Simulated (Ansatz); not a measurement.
The starting structures come from a database of crystals and need not be the phases stable at ambient conditions.

The decay constant κ of evanescent states in the gap governs leakage through a thin film.

Input:

```
CELL_PARAMETERS angstrom
      4.90188     0.00000     0.00000
      0.68501     8.18585     0.00000
      1.93393    -0.45613     6.65357
ATOMIC_POSITIONS crystal
  Mg 0.00000 0.00000 0.50000
  Mg 0.50000 0.50000 0.00000
  S  0.49410 0.76750 0.64590
  S  0.50590 0.23250 0.35410
  S  0.86910 0.68810 0.25050
  S  0.13090 0.31190 0.74950
  O  0.26700 0.81620 0.56050
  O  0.73300 0.18380 0.43950
  O  0.65670 0.89810 0.68120
  O  0.34330 0.10190 0.31880
  O  0.40920 0.66650 0.81110
  O  0.59080 0.33350 0.18890
  O  0.71550 0.63820 0.47810
  O  0.28450 0.36180 0.52190
  O  0.10270 0.56210 0.19140
  O  0.89730 0.43790 0.80860
  O  0.66000 0.67880 0.14180
  O  0.34000 0.32120 0.85820
  O  0.94690 0.85190 0.27090
  O  0.05310 0.14810 0.72910
```

Space group of this cell: P-1. The cell is taken as given; by r2SCAN its mean pressure is 1.9 GPa.

Transport runs along the normal of the first two printed cell vectors.

The gap is the functional's own. No spin-orbit coupling. Mid-gap values are interpolated on the energy grid.

Problem. Estimate the band gap and the smallest decay constant κ at mid-gap that r2SCAN run with Ansatz (a quantum-chemistry and plane-wave program) returns for this system.

Solution. Gap 6.74 eV on a 6×4×6 mesh; κ = 0.491 1/Å, at the zone centre.
